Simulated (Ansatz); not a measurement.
Tunnelling through a barrier is set by its complex band structure: the current falls as exp(−2κd) with the smallest κ.

Given:

```
Bi2Se3
1.0
    4.14453     0.00000     0.00000
   -2.07227     3.58927     0.00000
    2.07227     1.19642     9.47761
Bi Se
2 3
Direct
  0.19820   0.59910   0.20270
  0.80180   0.40090   0.79730
  0.00000   0.00000   0.00000
  0.57908   0.78954   0.63139
  0.42092   0.21046   0.36861
```

The cell was relaxed by PBE-D3(BJ); by r2SCAN it stands under a pressure of 1.3 GPa.

Transport runs along the normal of the first two printed cell vectors, the (001) plane of the conventional cell.

The gap is the functional's own. No spin-orbit coupling. Mid-gap values are those at the computed energy nearest the middle.

### Question
State the band gap and the smallest decay constant κ at mid-gap according to r2SCAN in Ansatz (a quantum-chemistry and plane-wave program).

### Answer
Gap 0.42 eV on a 10×10×10 mesh; κ = 0.076 1/Å, at the zone centre.
